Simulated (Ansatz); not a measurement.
Base system: SrTiO₃ in the cubic perovskite structure (space group Pm-3m, No. 221; a = 3.891 Å).

Computed with Ansatz (a quantum-chemistry and plane-wave program) PBEsol, no spin-orbit coupling.

Strains are applied to the cell and any free atomic positions relax.

One change was made to it. Results:

```tsv
quantity	base	after
gap character	indirect, R → Γ	indirect, R → Γ
band gap	1.85 eV	2.01 eV
smallest direct gap	2.19 eV	2.27 eV
energy relative to the base (free energy F)	0 meV/atom	+61 meV/atom
```

### Question
What was done to the base?
A. isotropic strain −2.40 %
B. isotropic strain −3.00 %
C. isotropic strain −0.60 %
D. isotropic strain −1.20 %

### Answer
B, isotropic strain −3.00 %. For comparison, the energy relative to the base in the other runs: isotropic strain −1.20 % gives +9.2 meV/atom; isotropic strain −2.40 % gives +38 meV/atom; isotropic strain −0.60 % gives +2.2 meV/atom.

Stability against distortions was not tested. The final runs are not spin-polarised. Many cubic perovskites are stable only at high temperature; tilts and polar distortions were not tested.
